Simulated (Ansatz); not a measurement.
Consider MnO in the rock salt structure (space group Fm-3m, No. 225; ferromagnetic).

```xyz
2
Lattice="0.0000 2.2202 2.2202 2.2202 0.0000 2.2202 2.2202 2.2202 0.0000" Properties=species:S:1:pos:R:3 pbc="T T T"
O      0.0000     0.0000     0.0000
Mn     2.2202     2.2202     2.2202
```

Levels (all Ansatz, a quantum-chemistry and plane-wave program, PAW): PBE (420 eV, no spin-orbit coupling); Kohn–Sham DFT with the PBEsol+U (U_eff on d states: Mn 3.90 eV) functional, run in Ansatz with PAW and 420 eV plane waves, no spin-orbit coupling.

Levels that relaxed their own cell: PBE and PBEsol+U.

```tsv
level	band gap	lattice parameter a
PBE	zero	4.440 Å
PBEsol+U	zero	4.477 Å
```

Measured: band gap 3.9 eV (temperature not stated; as listed in David Koller, Peter Blaha, Fabien Tran, Journal of Physics Condensed Matter (2013)); lattice parameter a 4.4315 Å (0 K or low temperature; as listed in Wooil Yang et al., Journal of Physics Condensed Matter (2022)).

Computed minus measured — band gap: PBE -3.90 eV, PBEsol+U -3.90 eV; lattice parameter a: PBE +0.2 %, PBEsol+U +1.0 % (closest: PBE). Measured values not marked as corrected hold thermal and zero-point effects that the static-lattice runs lack. A measured gap can be an optical one, lowered by exciton binding.

No phonon test of stability was made. No Hubbard U is applied in the runs without +U and the magnetic state is the run's own (MnO ferromagnetic); other magnetic orders, which need larger cells, were not tried and can change the gap. In its common phase, real MnO is an antiferromagnetic insulator at low temperature. The U values are a database's picks, fitted on other projectors than the ortho-atomic ones used here.
